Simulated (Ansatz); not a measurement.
The starting structures come from a database of crystals and need not be the phases stable at ambient conditions.

 Where the default PAW files enter, the runs use the earlier of Ansatz's two default sets.

Given:

```yaml
crystal:
  lattice:
    - [2.87725, 0.00000, 0.00000]
    - [-1.43862, 2.49177, 0.00000]
    - [1.43862, 0.83059, 2.27878]
  atoms:
    - { symbol: Al, position: [0.00000, 0.50000, 0.50000] }
    - { symbol: N, position: [0.00000, 0.00000, 0.00000] }
```

Space group of this cell: R-3m. The cell is strained (lengths along the current scaled by 0.97, ions clamped); by r2SCAN its mean pressure is 1.9 GPa.

Transport runs along the normal of the first two printed cell vectors, the (111) (indices of the unstrained crystal) plane of the conventional cell.

The gap is the functional's own, uncorrected, and κ follows it; spin-orbit coupling is left out. Mid-gap values are interpolated between the computed energies.

State the band gap and the smallest decay constant κ at mid-gap according to r2SCAN run with Ansatz (a quantum-chemistry and plane-wave program).

Gap 5.10 eV on a 14×14×14 mesh; κ = 0.334 1/Å, at the zone centre.
